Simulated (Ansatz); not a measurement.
An Ansatz (a program for electronic structure) run: Cu with a change (uniaxial strain ε_zz = −1.50 %); LDA (Ansatz, PAW, no spin-orbit coupling).

Input:

Ansatz 0.2 input:
```yaml
crystal:
  lattice:
    - [0, 1.7591823737, 1.7327946381]
    - [1.7591823737, 0, 1.7327946381]
    - [1.7591823737, 1.7591823737, 0]
  atoms:
    - { symbol: Cu, position: [0, 0, 0] }
basis: { ecutwfc: 420, ecutrho_ratio: 4, xc_grid: 2, fft_grid_basis: typed }
kpoints: { mp_grid: { grid: [32, 32, 32] } }
hamiltonian:
  xc: lda
  dispersion: none
  pseudopotentials: { kind: paw }
scf: { occupations: { method: fermi_dirac, width: 0.1 }, convergence: { dr2_threshold: 0.0000000001 } }
relax: { f_tol: 0.005, max_steps: 50 }
output: { forces: true, stress: true }
checkpoint: { write: state.ck, write_every: 1000 }
```

Output (explanatory and most iteration lines left out):

```
Relaxation: its limit of steps is 50 (relax.max_steps)
Pseudopotential: Cu, paw, valence charge 19
Crystal: 1 atoms, lattice volume = 10.725 Å³
Basis set: ecut = 420 eV, 181 PW (Γ), exchange–correlation on 36×36×36 points (8 copies of the dense FFT grid, shifted against one another)
Bands: 14, of which v1, the nominal top of the filled ones, is band 10 counted from 1 (9 counted from 0)
Symmetry: 16 space group operations
Space group: I4/mmm (ITA 139), of the structure as read, at distance tolerance 2.2e-5 Å
k-points: 2393 of 32768
Functional: x = slater, c = lda
SCF iter   1: F=—  HF=-6555.731125 eV  |F-HF|=—  |Δ(HF+E_count)|=         —  Δρ=2.30e-2  dr2=2.47e-2  ethr=1.77e-3  ⟨swp⟩=5.3  Hψ=169606  notcnv=0
SCF iter   2: F=—  HF=-6555.724347 eV  |F-HF|=—  |Δ(HF+E_count)|=   6.78e-3  Δρ=2.09e-3  dr2=3.77e-4  ethr=1.30e-4  ⟨swp⟩=2.8  Hψ=74371  notcnv=0  defer=370
SCF 1 converged in 6 iterations: F = -6555.724280 eV  dr2 = 1.95e-12
relax step   1: F+E_penalty+E_count = -6555.72427991 eV  Δ(F+E_penalty+E_count) = +0.000e0 eV  max|allowed force component| = 0.000e0 eV/Å  Δτ_max = 0.0000 Å  (6 SCF iters, accepted)
SCF converged after 6 iterations
Free energy (F): -6555.724280 eV
Internal energy: -6555.715086 eV  (E = F + TS)
E sigma→0 (E₀):  -6555.719683 eV
Entropy (-TS):   -0.009194 eV (-9.194 meV/atom)
Fermi energy:    18.544413 eV
--- Forces (eV/Å), atoms counted from 1 ---
  atom   1  Cu     0.00000000    -0.00000000    -0.00000000
--- Stress (GPa, compression-positive) ---
        2.638247       0.000000       0.000000
        0.000000       2.638247       0.000000
        0.000000       0.000000       3.642592
  P = ⅓ Tr σ = 2.9730 GPa (29.730 kbar)
--- Relaxed structure (1 steps of the walk, 1 accepted, 0 SCFs on fresh bases) ---
  atoms:
    - { symbol: Cu, position: [0.0, 0.0, 0.0] }
```

Stability against distortions was not tested. All final runs are without spin polarisation. The cell was made from Cu in the fcc (Cu type) structure (space group Fm-3m, No. 225) by this change: uniaxial strain ε_zz = −1.50 %.
